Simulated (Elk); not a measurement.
**Worked example: self-consistent single point of Sr₃Cr (Pm-3m, 4 atoms in the cell) in Elk**

Method of the run: PBEsol, all-electron FP-LAPW, Elk's shipped species files, default APW+lo basis (Elk).

The input file:

```
tasks
  0

xctype
  22

spinpol
  .true.

reducebf
  0.5

stype
  0

swidth
  0.00999582

maxscl
  100

scale
  10.47879781

avec
    1.0000000000    0.0000000000    0.0000000000
    0.0000000000    1.0000000000    0.0000000000
    0.0000000000    0.0000000000    1.0000000000

atoms
  2
  'Sr.in'
  3
  0.0000000000  0.5000000000  0.5000000000    0.0 0.0 0.0
  0.5000000000  0.0000000000  0.5000000000    0.0 0.0 0.0
  0.5000000000  0.5000000000  0.0000000000    0.0 0.0 0.0
  'Cr.in'
  1
  0.0000000000  0.0000000000  0.0000000000    0.0 0.0 -0.75

ngridk
  5 5 5
```

Log, with long lists cut:

```
│ Elk code version 10.2.4 │

All units are atomic (Hartree, Bohr, etc.)

│ Ground-state run starting from atomic densities │

Lattice vectors :
   10.47879781       0.000000000       0.000000000
   0.000000000       10.47879781       0.000000000
   0.000000000       0.000000000       10.47879781

Unit cell volume      :    1150.626526
Brillouin zone volume :   0.2155783895

Muffin-tin inner radius fraction :   0.1000000000E-01

Nuclei treated as point charges

Species :    1 (Sr)
 parameters loaded from : Sr.in
 name : strontium
 nuclear charge    :   -38.00000000
 electronic charge :    38.00000000
 atomic mass :    159721.4890
 muffin-tin radius :    2.600000000
 number of radial points in muffin-tin :    597
 atomic positions (lattice), magnetic fields (Cartesian) :
   1 :   0.00000000  0.50000000  0.50000000    0.00000000  0.00000000  0.00000000
   2 :   0.50000000  0.00000000  0.50000000    0.00000000  0.00000000  0.00000000
   3 :   0.50000000  0.50000000  0.00000000    0.00000000  0.00000000  0.00000000

Species :    2 (Cr)
 parameters loaded from : Cr.in
 name : chromium
 nuclear charge    :   -24.00000000
 electronic charge :    24.00000000
 atomic mass :    94783.09194
 muffin-tin radius :    2.400000000
 number of radial points in muffin-tin :    497
 atomic positions (lattice), magnetic fields (Cartesian) :
   1 :   0.00000000  0.00000000  0.00000000    0.00000000  0.00000000 -0.75000000

Total number of atoms per unit cell :    4

Spin treatment :
 spin-polarised
 global magnetic field (Cartesian) :    0.000000000       0.000000000       0.000000000
 collinear magnetisation in z-direction

Number of Bravais lattice symmetries :   48
Number of crystal symmetries         :   48
Crystal has inversion symmetry
Real symmetric eigensolver will be used

k-point grid :      5     5     5
k-point offset :    0.000000000       0.000000000       0.000000000
   [... lines left out ...]
Maximum (1/2)|G+k|²                   :    3.767781622
Maximum |G| for potential and density :    12.00000000
 potential will be trimmed for |G| > 2 gkmax
Constant for pseudocharge density :    8
Radial integration step length :    4

G-vector grid sizes :     42    42    42
Number of G-vectors :    33401

Maximum angular momentum used for
 APW functions                      :    8
 outer part of muffin-tin           :    6
 inner part of muffin-tin           :    1

Total nuclear charge    :   -138.0000000
Total core charge       :    94.00000000
Total valence charge    :    44.00000000
Total excess charge     :    0.000000000
Total electronic charge :    138.0000000

Effective Wigner radius, rₛ :    1.257927357

Number of empty states         :   16
Total number of valence states :   76
Total number of core states    :   94

Total number of local-orbitals :   42

Exchange-correlation functional :     22     0     0
 PBEsol, Phys. Rev. Lett. 100, 136406 (2008)
 gradient requirement :    1
 generalised gradient approximation (GGA)

Smearing type :    0
 Gaussian
Smearing width :   0.9995820000E-02
Effective electronic temperature (K) :    3156.430308

Mixing type :    3
 Broyden mixing, J. Phys. A: Math. Gen. 17, L317 (1984)

Kohn-Sham potential initialised from atomic data
│ Self-consistent loop started │
│ Loop number : 1 │
 total energy                :     -10568.3513950
 total moment                :    2.195748163
│ Loop number : 2 │
 total energy                :     -10571.9539423
 total moment                :    2.851675662
RMS change in Kohn-Sham potential (target) :    1.312645330     (  0.1000000000E-05)
Absolute change in total energy (target)   :    3.602547317     (  0.1000000000E-03)
│ Loop number : 3 │
 total energy                :     -10567.5228738
 total moment                :    2.025736923
RMS change in Kohn-Sham potential (target) :    1.405914731     (  0.1000000000E-05)
Absolute change in total energy (target)   :    3.530431660     (  0.1000000000E-03)
│ Loop number : 4 │
 total energy                :     -10568.5206986
 total moment                :    2.266287449
RMS change in Kohn-Sham potential (target) :    1.356106875     (  0.1000000000E-05)
Absolute change in total energy (target)   :   0.1152168818     (  0.1000000000E-03)
│ Loop number : 5 │
 total energy                :     -10571.2792176
   [... lines left out ...]
 total moment                :    5.111853511
RMS change in Kohn-Sham potential (target) :   0.4770773239E-05 (  0.1000000000E-05)
Absolute change in total energy (target)   :   0.7435885400E-03 (  0.1000000000E-03)
│ Loop number : 17 │
 total energy                :     -10583.6886917
 total moment                :    5.111577105
RMS change in Kohn-Sham potential (target) :   0.5480907900E-05 (  0.1000000000E-05)
Absolute change in total energy (target)   :   0.2850819292E-03 (  0.1000000000E-03)
│ Loop number : 18 │
 total energy                :     -10583.6888240
 total moment                :    5.111215425
RMS change in Kohn-Sham potential (target) :   0.1609737621E-05 (  0.1000000000E-05)
Absolute change in total energy (target)   :   0.6106535875E-04 (  0.1000000000E-03)
│ Loop number : 19 │
 total energy                :     -10583.6888877
 total moment                :    5.111021362
RMS change in Kohn-Sham potential (target) :   0.7473858004E-06 (  0.1000000000E-05)
Absolute change in total energy (target)   :   0.7899109733E-04 (  0.1000000000E-03)
Convergence targets achieved

│ Loop number : 20 │

Energies :
 Fermi                       :     0.132572749266
 sum of eigenvalues          :     -6242.32119842
 electron kinetic            :      10879.9269702
 core electron kinetic       :      10639.2210956
 Coulomb                     :     -21105.9944858
 Coulomb potential           :     -16653.0203682
 nuclear-nuclear             :     -932.843863963
 electron-nuclear            :     -23693.2808754
 Hartree                     :      3520.13025362
 Madelung                    :     -12779.4843017
 xc potential                :     -468.930715071
 xc effective B-field        :    -0.292430549657
 external B-field            :      0.00000000000
 exchange                    :     -350.049957610
 correlation                 :     -7.57141944715
 total energy                :     -10583.6888926
 (external B-field energy excluded from total)

Density of states at Fermi energy :    120.4623173
 (states/Hartree/unit cell)

Estimated indirect band gap :   0.1384133000E-02
 from k-point      5 to k-point      8
Estimated direct band gap   :   0.2958703090E-02
 at k-point      2

Charges :
 core                        :    94.00000000
 valence                     :    44.00000000
 interstitial                :    7.816615035
 muffin-tins (core leakage)
  species :    1 (Sr)
   atom    1                 :    35.93954061     (  0.2891582223E-04)
   atom    2                 :    35.93954061     (  0.2891582223E-04)
   atom    3                 :    35.93954061     (  0.2891582223E-04)
  species :    2 (Cr)
   atom    1                 :    22.36476313     (  0.6963318810E-11)
 total in muffin-tins        :    130.1833850
 total calculated charge     :    138.0118477
 total charge                :    138.0000000
 error                       :   0.1184773981E-01

Moments :
 interstitial                :    1.097422223
 muffin-tins
  species :    1 (Sr)
   atom    1                 :   0.1679168872E-01
   atom    2                 :   0.1679168872E-01
   atom    3                 :   0.1679168872E-01
  species :    2 (Cr)
   atom    1                 :    3.963098530
 total in muffin-tins        :    4.013473596
 total moment                :    5.110895818

│ Self-consistent loop stopped │
```

The run converged in 20 iterations. The count includes the last loop, which Elk runs after its targets are met.

The starting cell comes from a database of computed structures (which also holds hypothetical and non-ambient phases and stackings), without a prior relaxation at this level. Its lattice was rescaled by a random factor within 2.5 % of one. With one magnetic atom in the cell only a parallel order is possible. Values depend on the basis (sphere radii, cutoffs, local orbitals), which need not be converged. The log's line on a gap gives a spacing of levels on this mesh, which the program prints for metals too.

Cost on one core of a shared machine: roughly 40 s.
